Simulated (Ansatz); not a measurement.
Functionals compared on the (321) surface of bcc W in its 1x1 cell, outermost plane spacing 0.85 Å in the ideal cut, in Ansatz (plane waves, PAW). The structure was relaxed with PBE; the other rows are single points on it, each with its references at the same level. Cutoff 420 eV (500 eV for r2SCAN).

Slab: 13 atoms, 10.2 Å thick at the start (thin: gaps and levels are the slab's own); k 14x6x1, smearing 0.1 eV, dipole-corrected; all atoms relaxed; start symmetry kept, larger cells not searched; no spin, no spin-orbit, no U. These notes are the PBE run's.

| functional | surface energy (J/m²) | work function of the top face (eV) | rough cost of the single point |
|---|---|---|---|
| PBE | 3.51 | 4.42 | – |
| LDA | 3.91 | 4.70 | roughly 3 core-minutes |
| PBEsol | 3.84 | 4.51 | very roughly 3 core-minutes |
| RPBE | (withheld) | (withheld) | very roughly 2.8 core-minutes |
| r2SCAN | 3.80 | 4.44 | around 6 core-minutes (rough) |

Problem. Fill in the missing entries.

Solution. 
- RPBE, surface energy (J/m²): 3.33
- RPBE, work function of the top face (eV): 4.28

Ansatz is a quantum-chemistry and plane-wave program.
